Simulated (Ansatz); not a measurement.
We consider antifluorite Be2C, described by LDA (plane waves, PAW; Ansatz, an electronic-structure program).

Total energies, extrapolated to zero smearing (they compare only within this program, potentials and cutoff):

```csv
system,energy (eV/atom)
"antifluorite Be2C, relaxed",-140.1203
hcp Be,-88.2354
graphite,-242.9872
```

### Question
Work out the enthalpy of formation per atom.

### Answer
ΔH_f ≈ ΔE = -140.1203 − [2 × (-88.2354) + 1 × (-242.9872)]/3 = -0.301 eV/atom (0 K, no vibrations). The reference value is -0.314 eV/atom (measured, 298 K, copied from a table, unchecked, not corrected to a static lattice, sources range from -0.404 to -0.314; as tabulated in Wang et al. (2021), doi:10.1038/s41598-021-94550-5), a difference of +0.013 eV/atom.

The PAW data were made under PBE.
